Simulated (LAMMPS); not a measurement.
Simulation of a melt made from Al (fcc), 4000 atoms, at 510 K and 0 GPa, brought to that temperature within a few picoseconds.

All values are model results, not measurements: classical MD, pair style eam/alloy, file AlCu.eam.alloy (LAMMPS).

```tsv
t (ps)	MSD (Å²)
0.1000	0.223
0.2000	0.359
0.3000	0.441
0.4000	0.510
0.5000	0.570
0.6000	0.625
0.7000	0.677
0.8000	0.728
0.9000	0.777
1.100	0.872
1.300	0.966
1.500	1.05
1.700	1.15
2.000	1.28
2.300	1.41
2.700	1.58
3.200	1.80
3.700	2.01
4.300	2.27
5.000	2.58
5.800	2.92
6.800	3.35
7.900	3.83
9.200	4.39
10.70	5.03
12.50	5.79
14.50	6.65
16.90	7.68
19.60	8.81
22.80	10.1
26.60	11.7
30.90	13.5
36.00	15.6
```

Q: From these data, give the state found, the self-diffusion coefficient of Al (not corrected for cell size).

A: In three dimensions D is one sixth of the slope of the MSD at long times (fitted over 20 to 60 % of the run); 1 Å²/ps is 1e-4 cm²/s. state found: liquid; self-diffusion coefficient of Al (not corrected for cell size): (7.0 ± 0.2) × 10^-6 cm²/s.

Caution: this liquid lies under the melting point of about 750 K that EAM-type AlCu.eam.alloy gives, so it is undercooled.
